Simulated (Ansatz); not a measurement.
For LaAlHO₂ (model structure, started from the SrVO2H type, P4/mmm, No. 123, 5 atoms in the cell), PBE in Ansatz (PAW) gives:

* **lattice constant a**: 3.815 Å
* **c axis length**: 3.889 Å
* **bulk modulus B0**: 127 GPa

### Question
What does r²SCAN (plane waves, PAW; Ansatz, an electronic-structure program) give for the same quantities?

### Answer

- lattice constant a: 3.777 Å (decreases by 1.0 %)
- lattice parameter c: 3.887 Å (hardly moves)
- bulk modulus: 138 GPa (grows by 8.7 %)

Changes are worked out from the printed values.

Unless a cell is named, each level is at its own relaxed cell (PBE 11.32, r²SCAN 11.09 Å³/atom).

Caveats: the bulk modulus is −V dP/dV from two relaxed cells at ±2 % in volume (PBE, r²SCAN). Ansatz's density-functional and Hartree–Fock values are scalar-relativistic unless marked +SOC, with PAW data made under PBE.

A model structure was made by putting elements into a prototype or built by hand; it is no filed structure, need not be a known phase, and can be a saddle point held by its symmetry.
